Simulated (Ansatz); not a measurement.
Levels about the gap of amorphous Al$_{28}$O$_{43}$Ag$_{2}$ (73 atoms in a cell of 835 Å³, 3.30 g/cm³; zone centre alone, so wide bands show as single levels with stretches between that a denser mesh fills), at the geometry that PBE relaxed, where it gives 0.1 GPa on a denser mesh. Exact exchange is cut at the faces of this small cell, which leaves a finite-size error. The participation number counts the atoms over which a state spreads; weights are charges in smoothed Voronoi cells. The levels come from a single point, so bond lengths are those of that geometry. Method of the levels: HSE06, scalar-relativistic without spin-orbit coupling (Ansatz, a quantum-chemistry and plane-wave program). Sampling: the zone centre alone; Fermi-Dirac width 0.02 eV; no spin polarisation. At PBE the levels at the filled edge of the gap are localised (band-tail or defect states), and the nearest spread-out levels lie 2.9 eV apart at the zone centre.

A CHGNet melt-quench gave the starting glass, which DFT then relaxed. O atoms were pushed apart under 1.9 Å during the dynamics, to hinder bonds among them. The hot cell started wider than the set density and was brought back towards it in steps. It is the lowest in DFT energy of 2 quenches. It is a model cell: composition and starting density were chosen by hand, and all elements were melted together. No dispersion term was used. Its density started from a set value of 3.39 and ended at 3.30 g/cm³. Cooling (nominally 410 K/ps over its main leg) ran many orders faster than in experiment, which tends to leave more defects and strain. Values belong to this one cell and scatter from quench to quench. Volume and shape were free in the relaxation.

```
E - E(highest filled), eV  filling  participation number        largest on  weight O  weight Ag  weight Al
-------------------------  -------  --------------------  ----------------  --------  ---------  ---------
-1.27                       filled                  10.0  Ag, 4 neighbours      0.61       0.35       0.04
-1.22                       filled                   7.4   O, 2 neighbours      0.92       0.03       0.05
-1.15                       filled                   4.6   O, 2 neighbours      0.88       0.07       0.05
-1.05                       filled                   4.8  Ag, 4 neighbours      0.64       0.32       0.04
-1.04                       filled                   4.9  Ag, 4 neighbours      0.59       0.37       0.04
-0.83                       filled                   3.3   O, 3 neighbours      0.94       0.01       0.05
0.00                        filled                   4.0  Ag, 4 neighbours      0.52       0.45       0.03
3.28                         empty                  32.5  Ag, 4 neighbours      0.52       0.18       0.30
4.66                         empty                  12.6  Ag, 4 neighbours      0.44       0.32       0.24
5.29                         empty                  19.7  Ag, 4 neighbours      0.50       0.20       0.30
5.80                         empty                  24.5  Al, 4 neighbours      0.53       0.07       0.40
6.06                         empty                  45.2  Al, 4 neighbours      0.60       0.05       0.34
6.11                         empty                  33.0  Al, 4 neighbours      0.58       0.05       0.37
6.31                         empty                  33.9  Al, 4 neighbours      0.60       0.05       0.35
```

Most localised among these is the filled level at -0.83 eV, on a O atom, which has 3 neighbours (Al 1.74 Å, Al 1.84 Å, Al 1.84 Å).
